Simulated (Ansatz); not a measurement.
An Ansatz (a program for electronic structure) input (r2SCAN (Ansatz, PAW, scalar-relativistic without spin-orbit coupling), earlier PAW set):

Ansatz 0.2 input:
```yaml
crystal:
  lattice:
    - [0, 2.8280551065, 2.8280551065]
    - [2.8280551065, 0, 2.8280551065]
    - [2.8280551065, 2.8280551065, 0]
  atoms:
    - { symbol: Pt, position: [0, 0, 0] }
    - { symbol: Pb, position: [0.5, 0.5, 0.5] }
basis: { ecutwfc: 500, ecutrho_ratio: 4, xc_grid: 4, fft_grid_basis: typed }
kpoints: { mp_grid: { grid: [14, 14, 14] } }
hamiltonian:
  xc: r2scan
  dispersion: none
  pseudopotentials: { azcp: { folder: ./paw }, kind: paw }
scf: { occupations: { method: fermi_dirac, width: 0.05 }, convergence: { dr2_threshold: 0.0000000002 } }
output: { forces: true, stress: true }
checkpoint: { write: state.ck, write_every: 1000 }
```

Problem. Which symmetry and how many k-points will the program report, and about how many plane waves at Γ?

Solution. Space group Fm-3m (ITA 225) with 48 operations, k-points 104 of 2744, and 1139 plane waves at Γ.

Whether these cells are dynamically stable was not tested. All final runs are without spin polarisation. The cell was made from PbS by this change: S → Pt; the result is a hypothetical phase, not in the database extracts checked.
